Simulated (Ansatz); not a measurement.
The reference is Rh in the fcc (Cu type) structure (space group Fm-3m, No. 225).

```xyz
1
Lattice="0.0000 1.9151 1.9151 1.9151 0.0000 1.9151 1.9151 1.9151 0.0000" Properties=species:S:1:pos:R:3 pbc="T T T"
Rh     0.0000     0.0000     0.0000
```

Level of theory: Ansatz (a first-principles code) PBE, no spin-orbit coupling, earlier PAW set.

One change was made to it. Results:

| quantity | base | after |
|---|---|---|
| shortest interatomic distance | 2.708 Å | 2.663 Å |
| density | 12.16 g/cm³ | 12.80 g/cm³ |

**Question.** Which of these changes matches the shifts?
A. pressure 15 GPa
B. pressure 100 GPa
C. pressure −2 GPa

**Answer.** A, pressure 15 GPa. For comparison, the shortest interatomic distance in the other runs: pressure 100 GPa gives 2.516 Å; pressure −2 GPa gives 2.716 Å.

Load acts through the strain it causes; cell and atoms are relaxed under it. Whether these cells are dynamically stable was not tested. Competing high-pressure phases were not computed. The final runs are not spin-polarised.
